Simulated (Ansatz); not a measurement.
Worked calculations on one periodic cell of amorphous Hf₁₈O₃₉In₂: Hf18O39In2, 59 atoms, volume 778.0 Å³, made by a melt-quench on the CHGNet potential and relaxed with DFT. O atoms were pushed apart under 1.9 Å during the dynamics, to hinder bonds among them. It is a model cell: composition and starting density were chosen by hand, and all elements were melted together. All values below come from PBE, scalar-relativistic without spin-orbit coupling (plane waves to 420 eV, PAW; Ansatz, a quantum-chemistry and plane-wave program). Sampling: a 2×2×2 Γ-centred mesh; Fermi-Dirac width 0.02 eV; no spin polarisation. Its volume was relaxed, its shape was free, and it stands at a mean pressure of 0.0 GPa with stress components up to 0.1 GPa; the relaxation ran on the zone centre alone. Its density went from a set 8.80 to 8.68 g/cm³. The cell is small and was quenched far faster than a real film, so it is one sample of the glass.

Q: Count formal charges (Hf +4, O -2, In +3). What does the count lead one to expect at the Fermi level, and what does the calculation give?

A: 18 × (+4) + 39 × (-2) + 2 × (+3) = 0. The charges balance, so the anion-derived valence states can be full and a gap can open. On this mesh the highest filled and lowest empty level lie 3.27 eV apart, the PBE gap of this cell, with a localised state at one edge or both.

Four energies for an added electron at PBE on the zone centre alone (charged cells in a uniform background, spin-polarised): neutral at the neutral geometry -316398.319 eV; charged at the neutral geometry -316383.510 eV; charged and relaxed -316384.185 eV; neutral at the charged geometry -316397.250 eV.

Q: Find the two relaxation energies and their sum, the reorganisation energy.

A: On charging: -316383.510 − (-316384.185) = 0.675 eV. On discharging: -316397.250 − (-316398.319) = 1.069 eV. The sum is 1.744 eV. The carrier's level spreads over 7 of the 59 atoms' worth, so it counts as partly localised, most on one In atom with neighbours O 2.10 Å, O 2.11 Å, O 2.15 Å, O 2.15 Å, O 2.28 Å (neutral geometry). The values are uncorrected: the image energy of a point charge in this cell, 2.84 × 14.40 / (2 × 9.2) = 2.2 eV before screening, is screened by electrons alone at the fixed geometry and by ions too after relaxing, and the carrier can be spread before it relaxes, so each term can be off by up to that value times 1/ε∞, some tenths of an eV. PBE's self-interaction favours spread-out carriers, so a hybrid can localise more.

Four energies for a hole at PBE on the zone centre alone (charged cells in a uniform background, spin-polarised): neutral at the neutral geometry -316398.319 eV; charged at the neutral geometry -316409.711 eV; charged and relaxed -316409.837 eV; neutral at the charged geometry -316398.062 eV.

Q: Find the two relaxation energies and their sum, the reorganisation energy.

A: On charging: -316409.711 − (-316409.837) = 0.126 eV. On discharging: -316398.062 − (-316398.319) = 0.257 eV. The sum is 0.383 eV. The carrier's level spreads over 8 of the 59 atoms' worth, so it counts as partly localised, most on one O atom with neighbours Hf 2.12 Å, Hf 2.15 Å, Hf 2.17 Å (neutral geometry). The values are uncorrected: the image energy of a point charge in this cell, 2.84 × 14.40 / (2 × 9.2) = 2.2 eV before screening, is screened by electrons alone at the fixed geometry and by ions too after relaxing, and the carrier can be spread before it relaxes, so each term can be off by up to that value times 1/ε∞, some tenths of an eV. PBE's self-interaction favours spread-out carriers, so a hybrid can localise more.
